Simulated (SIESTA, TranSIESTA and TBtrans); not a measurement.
**Ti chain with one Mn atom in place of Ti**

Device: Ti chain with one Mn atom in place of Ti. Leads: straight Ti chain, spacing 2.185 Å. Geometry: 3 atoms about the centre moved by SIESTA (PBE, DZP) to a largest force of 0.03 eV/Å, all others as built, motion along the axis alone.

Method: TranSIESTA and TBtrans, PBE, DZP numerical orbitals (energy shift 0.15 eV), PseudoDojo norm-conserving scalar-relativistic potentials, mesh cutoff 200 Ry, 300 K, spin-polarised (collinear), no spin-orbit coupling; self-consistent non-equilibrium Green functions.

```
Quantity                                                       Result
-------------------------------------------------------------  ------
Conductance at 300 K (G0 = 2e²/h)                                2.39
Mean T from −0.5 to 0.5 eV                                       2.54
Spin polarisation of the conductance, (up − down)/(up + down)   -0.32
```

Energies count from the leads' Fermi level. Transmissions are for each spin. The energy step is 0.01 eV; narrower resonances are cut or missed.

| E (eV) | T up | T down | lead channels up | down |
|---|---|---|---|---|
| -2.00 | 0.79 | 0.86 | 1 | 1 |
| -1.90 | 0.81 | 0.92 | 1 | 1 |
| -1.80 | 0.84 | 0.96 | 1 | 1 |
| -1.70 | 0.93 | 0.99 | 3 | 1 |
| -1.60 | 1.06 | 1.00 | 3 | 1 |
| -1.50 | 1.17 | 1.02 | 3 | 1 |
| -1.40 | 1.31 | 2.92 | 4 | 3 |
| -1.30 | 1.46 | 2.90 | 4 | 3 |
| -1.20 | 1.61 | 2.30 | 4 | 3 |
| -1.10 | 1.74 | 3.51 | 4 | 4 |
| -1.00 | 1.82 | 3.44 | 4 | 4 |
| -0.90 | 1.85 | 3.43 | 4 | 4 |
| -0.80 | 1.84 | 3.48 | 4 | 4 |
| -0.70 | 1.80 | 3.58 | 4 | 4 |
| -0.60 | 1.74 | 3.66 | 4 | 4 |
| -0.50 | 1.68 | 3.71 | 4 | 4 |
| -0.40 | 1.63 | 3.70 | 4 | 4 |
| -0.30 | 1.60 | 3.63 | 4 | 4 |
| -0.20 | 1.59 | 3.50 | 4 | 4 |
| -0.10 | 1.59 | 3.33 | 4 | 4 |
| 0.00 | 1.63 | 3.15 | 6 | 4 |
| 0.10 | 1.71 | 3.01 | 6 | 4 |
| 0.20 | 1.85 | 2.94 | 6 | 4 |
| 0.30 | 1.94 | 2.99 | 6 | 4 |
| 0.40 | 2.10 | 3.22 | 6 | 6 |
| 0.50 | 2.30 | 3.54 | 6 | 6 |
| 0.60 | 2.48 | 3.75 | 6 | 6 |
| 0.70 | 2.51 | 3.43 | 6 | 6 |
| 0.80 | 1.29 | 3.05 | 4 | 6 |
| 0.90 | 1.21 | 3.16 | 4 | 6 |
| 1.00 | 1.22 | 1.94 | 4 | band edge |
| 1.10 | 1.22 | 1.94 | 4 | 4 |
| 1.20 | 1.22 | 1.94 | 4 | 4 |
| 1.30 | 1.22 | 1.93 | 4 | 4 |
| 1.40 | 1.22 | 1.93 | 4 | 4 |
| 1.50 | 1.21 | 1.94 | 4 | 4 |
| 1.60 | 1.21 | 1.99 | band edge | 4 |
| 1.70 | 1.20 | 2.19 | 2 | 4 |
| 1.80 | 1.19 | 3.70 | 2 | 4 |
| 1.90 | 1.19 | 1.87 | 2 | 4 |
| 2.00 | 1.18 | 1.81 | 2 | 4 |

The magnetic order of the leads was set by the start, and no other order was tried; the separate lead runs end at 0.44 (left) and 0.44 (right) μB an atom. The straight chain is held at its spacing; free chains may zigzag or dimerise.
